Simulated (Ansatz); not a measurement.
Effect of pressure 10 GPa on TiC

Consider TiC in the rock salt structure (space group Fm-3m, No. 225; a = 4.3329 Å).

It is then changed as follows: cell and atoms relaxed at a pressure of 10 GPa.

Computed with PBE (Ansatz, an electronic-structure program; PAW; 420 eV plane waves; no SOC). k-mesh 18×18×18 (Γ-centred); smearing 0.05 eV (Fermi–Dirac).

| quantity | base | changed | shift |
|---|---|---|---|
| volume per atom | 10.17 Å³ | 9.80 Å³ | -0.37 Å³ |
| density | 4.89 g/cm³ | 5.07 g/cm³ | +0.18 g/cm³ |
| lattice parameter a | 4.333 Å | 4.280 Å | -0.053 Å |
| shortest interatomic distance | 2.166 Å | 2.140 Å | -0.0265 Å |
| band gap | zero | zero | – |

Load acts through the strain it causes; cell and atoms are relaxed under it. No phonon test of stability was made. Competing high-pressure phases were not computed. The base started in Pnma and relaxed to Fm-3m at this level. All final runs are without spin polarisation.
